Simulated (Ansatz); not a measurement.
Results of PBE (PAW; Ansatz, a program for electronic structure) for SnGe (model structure, started from the NiAs type, P6₃/mmc, No. 194, 4 atoms in the cell).

Settings: plane-wave cutoff 520 eV, 18×18×10 k mesh (along the axes of the cell as run), Fermi–Dirac smearing 0.05 eV, scalar-relativistic PAW data made under PBE.

Cell (relaxed at this level):

```yaml
crystal:
  lattice:
    - [4.01558, 0.00000, 0.00000]
    - [-2.00779, 3.47760, 0.00000]
    - [0.00000, 0.00000, 7.12584]
  atoms:
    - { symbol: Sn, position: [0.00000, 0.00000, 0.00000] }
    - { symbol: Sn, position: [0.00000, 0.00000, 0.50000] }
    - { symbol: Ge, position: [0.33333, 0.66667, 0.25000] }
    - { symbol: Ge, position: [0.66667, 0.33333, 0.75000] }
```

Q: Estimate the bulk modulus that the calculation returns.

A: 
- bulk modulus = 49.6 GPa

The run finds no gap.

Note: the bulk modulus is −V dP/dV from two relaxed cells at ±2 % in volume; the relaxation could raise the start's symmetry but not lower it, so the cell can be a saddle point.

Spin–orbit coupling is not included; it can open a gap where bands touch, and shift volumes and moduli.

The computed numbers hold no vibrational or temperature effects.

The result took roughly 5 core-minutes.

A model structure was made by putting elements into a prototype or built by hand; it is no filed structure, need not be a known phase, and can be a saddle point held by its symmetry.
